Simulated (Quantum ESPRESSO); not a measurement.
Quantum ESPRESSO run on TiAl3 (I4/mmm, 4 atoms in the cell): self-consistent single point.

Computed with PBE, PseudoDojo standard norm-conserving (PBE) pseudopotentials (plane waves; Quantum ESPRESSO).

The change in words: lattice scaled by 0.98. Reference geometry:
```yaml
crystal:
  lattice:
    - [-1.94990, 1.94990, 4.36757]
    - [1.94990, -1.94990, 4.36757]
    - [1.94990, 1.94990, -4.36757]
  atoms:
    - { symbol: Ti, position: [0.00000, 0.00000, 0.00000] }
    - { symbol: Al, position: [0.50000, 0.50000, 0.00000] }
    - { symbol: Al, position: [0.75000, 0.25000, 0.50000] }
    - { symbol: Al, position: [0.25000, 0.75000, 0.50000] }
```

Reference input (self-consistent single point, DFT, PBE, plane waves, PseudoDojo standard norm-conserving (PBE) pseudopotentials): ecutwfc = 85 Ry; occupations = smearing; smearing = fermi-dirac; degauss = 0.0073499 Ry; potentials = {Ti: Ti.upf, Al: Al.upf}; K_POINTS = automatic 8 8 8 0 0 0; conv_thr = 1e-11 Ry; mixing_beta = 0.7. This run's input differs from it in these lines:

```diff
@@ -32,5 +32,5 @@
 CELL_PARAMETERS {angstrom}
-  -1.94990000     1.94990000     4.36756800
-   1.94990000    -1.94990000     4.36756800
-   1.94990000     1.94990000    -4.36756800
+  -1.91090200     1.91090200     4.28021700
+   1.91090200    -1.91090200     4.28021700
+   1.91090200     1.91090200    -4.28021700
```

Output, abridged:

```
     Self-consistent Calculation

     iteration #  1     ecut=    85.00 Ry     beta= 0.70

     Threshold (ethr) on eigenvalues was too large:
     Diagonalizing with lowered threshold

     total energy              =    -132.73125131 Ry
     estimated scf accuracy    <       0.03994790 Ry

     iteration #  2     ecut=    85.00 Ry     beta= 0.70

     total energy              =    -132.73287081 Ry
     estimated scf accuracy    <       0.00530093 Ry

     iteration #  3     ecut=    85.00 Ry     beta= 0.70

     total energy              =    -132.73092454 Ry
     estimated scf accuracy    <       0.02731416 Ry

   [... 10 blocks of this kind left out ...]

     iteration # 14     ecut=    85.00 Ry     beta= 0.70

     total energy              =    -132.73534633 Ry
     estimated scf accuracy    <          1.1E-11 Ry

     iteration # 15     ecut=    85.00 Ry     beta= 0.70
     End of self-consistent calculation

     the Fermi energy is     9.7212 ev

!    total energy              =    -132.73534633 Ry
     estimated scf accuracy    <          9.5E-12 Ry
     smearing contrib. (-TS)   =      -0.00402198 Ry
     internal energy E=F+TS    =    -132.73132435 Ry

     convergence has been achieved in  15 iterations

     Forces acting on atoms (cartesian axes, Ry/au):

     atom    1 type  1   force =     0.00000000   -0.00000000    0.00000000
   [... zero for the other atoms too ...]

     Total force =     0.000000     Total SCF correction =     0.000000

          total   stress  (Ry/bohr**3)                   (kbar)     P=       19.72
   0.00014165   0.00000000   0.00000000           20.84        0.00        0.00
   0.00000000   0.00014165   0.00000000            0.00       20.84        0.00
   0.00000000  -0.00000000   0.00011884            0.00       -0.00       17.48

   JOB DONE.
```

The run converged in 15 iterations. Against the reference run the free energy drops by 7.5 meV/atom and the pressure goes from -4.14 to 1.97 GPa.

The starting cell comes from a database of computed structures (which also holds hypothetical and non-ambient phases and stackings), without a prior relaxation at this level. Its lattice was rescaled by a random factor within 2.5 % of one. For this run, on top of that: lattice scaled by 0.98. Spin polarisation is off.

Cost on one core of a shared machine: roughly 3 min.
